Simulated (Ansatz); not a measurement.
Rb2PdP2 (space group Cmcm, No. 63; a cell from a computed database, its experimental status unchecked)

```xyz
10
Lattice="3.2493 -7.2279 0.0000 3.2493 7.2279 0.0000 0.0000 0.0000 5.9601" Properties=species:S:1:pos:R:3 pbc="T T T"
Rb     3.2493    -4.1623     1.4900
Rb     3.2493     4.1623     4.4701
Rb     3.2493     1.1451     1.4900
Rb     3.2493    -1.1451     4.4701
P      5.4116    -1.5317     1.4900
P      1.0870     1.5317     4.4701
P      5.4116     1.5317     4.4701
P      1.0870    -1.5317     1.4900
Pd     0.0000     0.0000     0.0000
Pd     0.0000     0.0000     2.9801
```

The values are results of PBEsol (Ansatz, an electronic-structure program; PAW; 420 eV plane waves; no spin-orbit coupling), earlier PAW set, not measurements. Γ-centred 6×6×6 mesh, Fermi–Dirac width 0.05 eV.

| Property | Value |
|---|---|
| Volume per atom | 28.00 Å³ |
| Density | 4.03 g/cm³ |
| Band gap | 1.00 eV, indirect, Γ → k = (1/3, 1/3, 1/3) in the run's primitive reciprocal basis |
| Total energy | -2964.679 eV/atom (σ→0; compares only within this code and set-up) |

Stability against distortions was not tested.
